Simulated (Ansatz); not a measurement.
System: rock-salt NaH. Method: B3LYP (VWN-RPA form) (plane waves, PAW; Ansatz, a program for electronic structure).

Settings: plane-wave cutoff 520 eV, 8×8×8 k mesh, scalar-relativistic PAW data made under PBE.

Computed at the level's own relaxed cell.

Elastic tensor (GPa, Voigt notation, ions relaxed):

```
   43.4    13.8    13.8     0.0     0.0     0.0
   13.8    43.4    13.8     0.0     0.0     0.0
   13.8    13.8    43.4     0.0     0.0     0.0
    0.0     0.0     0.0    24.7     0.0     0.0
    0.0     0.0     0.0     0.0    24.7     0.0
    0.0     0.0     0.0     0.0     0.0    24.7
```

Worked from these constants: the tetragonal shear constant is C′ = (C11 − C12)/2 = 14.8 GPa against C44 = 24.7 GPa, so the tetragonal shear is the softer. The Zener ratio C44/C′ is 1.67 (1 for an isotropic solid), and the Cauchy pressure C12 − C44 is -10.9 GPa. With C11 + 2C12 = 71.0 GPa all three Born conditions hold; they don't test modes at the zone boundary.

Computed values are for the static lattice.
